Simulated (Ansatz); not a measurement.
Base system: a 16-atom supercell of SnO in the litharge type structure (space group P4/nmm, No. 129; a = 3.793 Å, c = 4.764 Å; layered, stacked along the Cartesian z axis) at its relaxed geometry.

Level of theory: r2SCAN+rVV10, PAW, 500 eV (Ansatz, a quantum-chemistry and plane-wave program; spin-orbit coupling left out).

For the base:

- Mean distance from the defect site to its nearest host atoms = 2.22 Å
- Pressure = 0.0 GPa

Now apply this change: a neutral C on a O site, atoms relaxed at fixed cell, starting from a slightly rattled geometry.

Tabulated Pauling electronegativity and covalent radius: O 3.44, 0.66 Å; C 2.55, 0.76 Å.

### Question
How does this affect the mean distance from the defect site to its nearest host atoms?

### Answer
The mean distance from the defect site to its nearest host atoms decreases by 0.02 Å, from 2.22 Å to 2.20 Å.

### Question
Estimate the effect on the largest displacement of a host atom from its site in the perfect cell.

### Answer
The largest displacement of a host atom from its site in the perfect cell is 0.12 Å.

### Question
What happens to the pressure?

### Answer
The pressure is nearly the same (0.0 GPa against 0.1 GPa).

In so small a cell the defect repeats every few ångströms: this is an ordered compound, not a dilute defect. A case with no gap was solved on a k-mesh chosen for an insulator, which is coarse for it. All final runs are without spin polarisation. The defect cell is not spin-polarised.
